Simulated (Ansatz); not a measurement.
Take Cu in the fcc (Cu type) structure (space group Fm-3m, No. 225; a = 3.577 Å; relaxed with 0.1 eV smearing) as the base. Axes: x, y, z lie along the cube axes.

Structures relaxed with r2SCAN, PAW, 500 eV (Ansatz, a quantum-chemistry and plane-wave program; spin-orbit coupling left out).

Base:

Simulated powder pattern, Cu Kα, λ = 1.54184 Å (kinematic, ideal powder, no thermal factors, no anomalous dispersion; the 10 strongest lines at most, above 2 %, up to 2θ = 90°):

| 2θ (°) | I/Imax (%) | hkl |
|---|---|---|
| 43.84 | 100 | (111) |
| 51.07 | 47 | (200) |
| 75.13 | 26 | (220) |

It is then changed as follows: compressive biaxial strain of 2.50 % in the plane normal to [111], as in epitaxy on a mismatched substrate; the out-of-plane cell vector and the atoms relax.

After the change:

Simulated powder pattern, Cu Kα, λ = 1.54184 Å (kinematic, ideal powder, no thermal factors, no anomalous dispersion; the 10 strongest lines at most, above 2 %, up to 2θ = 90°):

| 2θ (°) | d (Å) | I/Imax (%) | hkl |
|---|---|---|---|
| 43.04 | 2.102 | 38 | (111) |
| 44.81 | 2.023 | 100 | (1 1 -1) |
| 51.70 | 1.768 | 64 | (200) |
| 74.88 | 1.268 | 19 | (220) |
| 77.40 | 1.233 | 17 | (2 0 -2) |

The indices refer to the base's conventional cell; one index is shown for lines that coincide. The space group is now R-3m (No. 166).

No phonon test of stability was made. All final runs are without spin polarisation.
